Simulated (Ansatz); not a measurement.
For zinc-blende CaO (model structure), PBEsol in Ansatz (plane waves, PAW) gives:

equilibrium lattice constant a: 5.180 Å
formation enthalpy: -2.818 eV/atom

Question: What does r²SCAN (PAW; Ansatz, a quantum-chemistry and plane-wave program) give for the same quantities?

Answer: 
- lattice constant a: 5.212 Å (grows by 0.6 %)
- formation enthalpy: -2.969 eV/atom (moves by -0.151 eV/atom)

Changes are worked out from the printed values.

Unless a cell is named, each level is at its own relaxed cell (PBEsol 17.37, r²SCAN 17.70 Å³/atom).

Ansatz's density-functional and Hartree–Fock values are scalar-relativistic unless marked +SOC, with PAW data made under PBE.

A model structure was made by putting elements into a prototype or built by hand; it is no filed structure, need not be a known phase, and can be a saddle point held by its symmetry.
